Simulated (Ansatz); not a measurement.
# LuAs, response to strain

The reference is LuAs in the CsCl type structure (space group Pm-3m, No. 221; a = 3.494 Å; a model cell, its experimental status unchecked; relaxed with 0.1 eV smearing). Axes: x, y, z lie along the cube axes.

Strains are applied to the cell and any free atomic positions relax; under biaxial strain the out-of-plane vector relaxes too; under stress the whole cell relaxes.

Level of theory: r2SCAN (Ansatz, a quantum-chemistry and plane-wave program), scalar-relativistic without spin-orbit coupling.

Notes on the quantities. energy relative to the base: free energy F.

```tsv
change	volume per atom	energy relative to the base	space group
base	21.32 Å³	0 meV/atom	Pm-3m (No. 221)
biaxial strain −0.66 %, plane normal [001], relaxed out of plane	21.12 Å³	+1.1 meV/atom	P4/mmm (No. 123)
biaxial strain +0.24 %, plane normal [001], relaxed out of plane	21.39 Å³	+0.1 meV/atom	P4/mmm (No. 123)
biaxial strain +0.86 %, plane normal [110], relaxed out of plane	21.00 Å³	-2.2 meV/atom	Cmmm (No. 65)
isotropic strain −4.52 %	18.56 Å³	+124 meV/atom	Pm-3m (No. 221)
isotropic strain +0.64 %	21.73 Å³	+2.1 meV/atom	Pm-3m (No. 221)
uniaxial stress, 1 GPa compression along z	21.24 Å³	+0.5 meV/atom	P4/mmm (No. 123)
tensor shear ε_yz = −0.69 %	21.32 Å³	-0.6 meV/atom	Cmmm (No. 65)
uniaxial stress, 3 GPa tension along z	21.56 Å³	+3.7 meV/atom	P4/mmm (No. 123)
uniaxial stress, 8 GPa compression along x	20.26 Å³	+63 meV/atom	P4/mmm (No. 123)
```

Stability under load was not tested beyond the relaxation. The final runs are not spin-polarised. Under biaxial strain +0.86 %, plane normal [110], relaxed out of plane and tensor shear ε_yz = −0.69 % the cell ends below the base's energy or with stress of the wrong sign: the atoms slid into a distortion or the cell is elastically unstable, so the base is not a stable minimum at this level.
